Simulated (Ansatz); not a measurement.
Take WC (space group P-6m2, No. 187; relaxed with 0.1 eV smearing) as the base.

```
CELL_PARAMETERS angstrom
      2.88431     0.00000     0.00000
     -1.44215     2.49788     0.00000
      0.00000     0.00000     2.81153
ATOMIC_POSITIONS crystal
  W  0.00000 0.00000 0.00000
  C  0.33333 0.66667 0.50000
```

Cartesian axes are those of the cell as printed.

All numbers come from Kohn–Sham DFT with the LDA functional, run in Ansatz (an electronic-structure program) with PAW and 420 eV plane waves, scalar-relativistic without spin-orbit coupling.

Now apply this change: an isotropic linear strain of −1.00 %, atoms relaxed at fixed cell.

Q: Predict the stress tensor and what it implies for the stiffness.

A: Stress of the strained cell less that of the base (GPa, compression positive):
```
   12.9     0.0     0.0
    0.0    12.9     0.0
    0.0     0.0    15.1
```

Then B = −ΔP/(ΔV/V₀) with ΔV/V₀ = -0.0297 gives secant stiffness values (nonlinear terms included at this strain): B (at held cell shape, above the free-shape value) ≈ 460 GPa.

As a check, the harmonic strain energy −½ V₀ Δσ:ε is 13 meV/atom; the computed energy rise is 12 meV/atom.

No phonon test of stability was made. All final runs are without spin polarisation.
